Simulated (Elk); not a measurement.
Input and output of a self-consistent single point for PtAl2 (Fm-3m, 3 atoms in the cell) (Elk).

Computed with PBE, all-electron FP-LAPW, Elk's shipped species files, APW+lo basis with extra local orbitals run with Elk 10.2.4.

```
CELL_PARAMETERS angstrom
      0.00000     3.02119     3.02119
      3.02119     0.00000     3.02119
      3.02119     3.02119     0.00000
ATOMIC_POSITIONS crystal
  Al 0.25000 0.25000 0.25000
  Al 0.75000 0.75000 0.75000
  Pt 0.00000 0.00000 0.00000
```

Reference input (self-consistent single point, DFT, PBE, all-electron FP-LAPW, Elk's shipped species files, APW+lo basis with extra local orbitals): xctype = 20; rgkmax = 7.5; swidth = 0.00499791 Ha; ngridk = 13 13 13; gmaxvr = 16 1/bohr; nxlo = 2; lorbcnd = true; lmaxi = 2; maxscl = 100. This run's input differs from it in these lines:

```diff
@@ -49,3 +49,3 @@
 ngridk
-  13 13 13
+  5 5 5
```

The program printed (abridged):

```
│ Self-consistent loop started │
│ Loop number : 1 │
 total energy                :     -18912.8678378
│ Loop number : 2 │
 total energy                :     -18913.9811673
RMS change in Kohn-Sham potential (target) :   0.5611078855     (  0.1000000000E-05)
Absolute change in total energy (target)   :    1.113329541     (  0.1000000000E-03)
│ Loop number : 3 │
 total energy                :     -18913.1270501
RMS change in Kohn-Sham potential (target) :   0.5519185873     (  0.1000000000E-05)
Absolute change in total energy (target)   :   0.5757848211     (  0.1000000000E-03)
│ Loop number : 4 │
   [... lines left out ...]
Absolute change in total energy (target)   :   0.2943031686E-03 (  0.1000000000E-03)
│ Loop number : 15 │
 total energy                :     -18932.6573697
RMS change in Kohn-Sham potential (target) :   0.1328069482E-06 (  0.1000000000E-05)
Absolute change in total energy (target)   :   0.1573590926E-03 (  0.1000000000E-03)
│ Loop number : 16 │
 total energy                :     -18932.6573573
RMS change in Kohn-Sham potential (target) :   0.3553534067E-07 (  0.1000000000E-05)
Absolute change in total energy (target)   :   0.5179976506E-04 (  0.1000000000E-03)
Convergence targets achieved

│ Loop number : 17 │

Energies :
 Fermi                       :     0.252681983624
 total energy                :     -18932.6573552

Density of states at Fermi energy :    46.44337305
 (states/Hartree/unit cell)

Estimated indirect band gap :   0.1734411111E-01
 from k-point      7 to k-point      2
Estimated direct band gap   :   0.5234423258E-01
 at k-point      6

Charges :
 core                        :    56.00000000
 valence                     :    48.00000000
 interstitial                :    4.225222768
 muffin-tins (core leakage)
  species :    1 (Al)
   atom    1                 :    11.09884722     (  0.6012867213E-03)
   atom    2                 :    11.09884722     (  0.6012867213E-03)
  species :    2 (Pt)
   atom    1                 :    77.57708279     (  0.2227420250E-03)
 total in muffin-tins        :    99.77477723
 total calculated charge     :    103.9772861
 total charge                :    104.0000000
 error                       :   0.2271391791E-01

│ Self-consistent loop stopped │
```

The run converged in 17 iterations. The count includes the last loop, which Elk runs after its targets are met. Against the reference run the free energy rises by 11.9 meV/atom.

The starting cell has typed, rounded lattice constants, without a prior relaxation at this level. Its lattice was rescaled by a random factor within 2.5 % of one. Spin-orbit coupling is off. Spin polarisation is off. Values depend on the basis (sphere radii, cutoffs, local orbitals), which need not be converged. The log's line on a gap gives a spacing of levels on this mesh, which the program prints for metals too.
